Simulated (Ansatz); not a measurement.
System: FeOCl (Pmmn, No. 59). Method: HSE06 in Ansatz (PAW).

Numerical settings: plane-wave cutoff 500 eV, 6×6×4 k mesh (along the axes of the cell as run), gaussian smearing 0.02 eV, spin-polarised start, scalar-relativistic PAW data made under PBE.

Cell (relaxed with r²SCAN):

FeClO has the orthorhombic space group Pmmn, origin choice 1 (No. 59), Pearson symbol oP6. Cell: a = 3.284 Å, b = 3.850 Å, c = 8.180 Å, α = 90.00°, β = 90.00°, γ = 90.00°. Fe on 2b sees 4 O at 1.990–2.079 Å and 2 Cl at 2.380 Å. Cl on 2a is surrounded by 2 Fe at 2.380 Å (bent). O on 2a sees 4 Fe at 1.990–2.079 Å. (Neighbours: up to the widest gap in distance over summed covalent radii, below 1.35, at either atom; cation-cation and far metal-metal contacts left out.)

Question: What does this level give for the band gap?

Answer: 
- band gap: 2.69 eV (on the SCF k mesh)

Note: the magnetic order was assumed, not searched for or taken from measurement; a magnet's gap depends somewhat on the PAW data; cell and atoms aren't relaxed at this level (largest force component 0.09 eV/Å, pressure -0.3 GPa); the cell has widely spaced layers and the level no dispersion term, so their spacing and the moduli can rest on weak binding.

Static lattice: no zero-point or thermal effects.

The result took about 11 core-minutes (a rough figure).

Ansatz is an electronic-structure program.
